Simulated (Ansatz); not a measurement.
The reference is MgO in the rock salt structure (space group Fm-3m, No. 225; a = 4.214 Å). Axes: x, y, z lie along the cube axes.

The change: uniaxial stress, 1 GPa tension along x; all other stress components relax to zero.

Levels (all Ansatz, a program for electronic structure, PAW): PBEsol (420 eV, no SOC); r2SCAN (500 eV, spin-orbit coupling left out); HSE06 (420 eV, without spin-orbit coupling).

One geometry, relaxed with PBEsol, under each level:

| level | band gap | lowest conduction level above the VBM at special points | hole mass | pressure |
|---|---|---|---|---|
| PBEsol | 4.59 eV | Γ 4.59 eV; N 7.72 eV; X 8.93 eV; M 8.98 eV | 0.38 mₑ along x, 2.1 mₑ across (at Γ) | -0.33 GPa |
| r2SCAN | 5.58 eV | Γ 5.58 eV; N 8.79 eV; X 10.01 eV; M 10.07 eV | 0.41 mₑ along x, 2.1 mₑ across (at Γ) | -1.48 GPa |
| HSE06 | 6.43 eV | Γ 6.43 eV; N 9.66 eV; X 10.84 eV | – | – |

Single points use the geometry relaxed with PBEsol. Their cutoffs differ, which shifts pressures a little. Load acts through the strain it causes; cell and atoms are relaxed under it. Masses are band curvatures over ±0.01 Å⁻¹ around the edge. Beyond what the load breaks, stability against distortions was not tested. k-point labels follow each cell's own Brillouin zone.
